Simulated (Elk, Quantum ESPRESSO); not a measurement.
An Elk input for a self-consistent single point of Rb2Te5 (C2/m, 7 atoms in the cell) (DFT, LDA (PW92), all-electron FP-LAPW, Elk's shipped species files, APW+lo basis with extra local orbitals):

```
tasks
  0

xctype
  3

rgkmax
  7.5

gmaxvr
  14.0

nxlo
  2

lorbcnd
  .true.

rmtscf
  0.96

lmaxi
  2

stype
  3

swidth
  0.00183747

avec
   11.0888940020   -8.7611860535    0.0000000000
   11.0888940020    8.7611860535    0.0000000000
   -4.9772740506    0.0000000000    9.7835165486

atoms
  2   : nspecies
  'Rb.in'   : spfname
  2   : natoms; atposl, bfcmt below
  0.3183700000  0.3183700000  0.6414000000    0.0 0.0 0.0
  0.6816300000  0.6816300000  0.3586000000    0.0 0.0 0.0
  'Te.in'   : spfname
  5   : natoms; atposl, bfcmt below
  0.0000000000  0.0000000000  0.0000000000    0.0 0.0 0.0
  0.8546000000  0.3299200000  0.7589600000    0.0 0.0 0.0
  0.1454000000  0.6700800000  0.2410400000    0.0 0.0 0.0
  0.6700800000  0.1454000000  0.2410400000    0.0 0.0 0.0
  0.3299200000  0.8546000000  0.7589600000    0.0 0.0 0.0

ngridk
  2 2 3
```

Task: Write the same calculation as an input for Quantum ESPRESSO.

Result: One input that does it (others would too):

```fortran
&CONTROL
    calculation = 'scf'
    prefix = 'scf'
    outdir = './tmp'
    pseudo_dir = './'
    tprnfor = .true.
    tstress = .true.
/
&SYSTEM
    ibrav = 0
    nat = 7
    ntyp = 2
    ecutwfc = 40
    ecutrho = 200
    occupations = 'smearing'
    smearing = 'fd'
    degauss = 0.0036749
/
&ELECTRONS
    conv_thr = 1.0d-8
    mixing_beta = 0.3
/
ATOMIC_SPECIES
Rb    85.4678  rb_lda_v1.uspp.F.UPF
Te   127.6000  te_lda_v1.uspp.F.UPF
CELL_PARAMETERS {angstrom}
   5.8679900000    -4.6362200000     0.0000000000
   5.8679900000     4.6362200000     0.0000000000
  -2.6338600000     0.0000000000     5.1772140000
ATOMIC_POSITIONS {angstrom}
Rb    2.0470261486    0.0000000000    3.3206650596
Rb    7.0550938514    0.0000000000    1.8565489404
Te    0.0000000000    0.0000000000    0.0000000000
Te    4.9517571292   -2.4325319096    3.9292983374
Te    4.1503628708    2.4325319096    1.2479156626
Te    4.1503628708   -2.4325319096    1.2479156626
Te    4.9517571292    2.4325319096    3.9292983374
K_POINTS {automatic}
2 2 3  0 0 0
```

Basis, cutoffs, solver keys and any potentials are the target program's own. This input uses DFT, LDA (PZ), plane waves, GBRV 1.5 ultrasoft (LDA) pseudopotentials. LDA parametrisations can differ slightly between programs.

The starting cell comes from a database of computed structures (which also holds hypothetical and non-ambient phases and stackings), without a prior relaxation at this level.
